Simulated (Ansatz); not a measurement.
Consider HfN in the rock salt structure (space group Fm-3m, No. 225; relaxed with 0.1 eV smearing).

```xyz
2
Lattice="0.0000 2.2342 2.2342 2.2342 0.0000 2.2342 2.2342 2.2342 0.0000" Properties=species:S:1:pos:R:3 pbc="T T T"
Hf     0.0000     0.0000     0.0000
N      2.2342     2.2342     2.2342
```

Cartesian axes are those of the cell as printed.

Method: LDA/PAW in Ansatz (an electronic-structure program), no SOC.

One thing is altered: biaxial strain −2.50 %, plane normal [001], relaxed out of plane (Cartesian); in-plane vectors clamped, the third vector and the atoms free.

Question: What does the calculation give for the energy relative to the base and out-of-plane strain after the change?

Answer: The energy rises by 36 meV/atom; the out-of-plane strain comes out as +0.87 %.

Whether these cells are dynamically stable was not tested. The final runs are not spin-polarised. An odd electron count without spin: HfN.
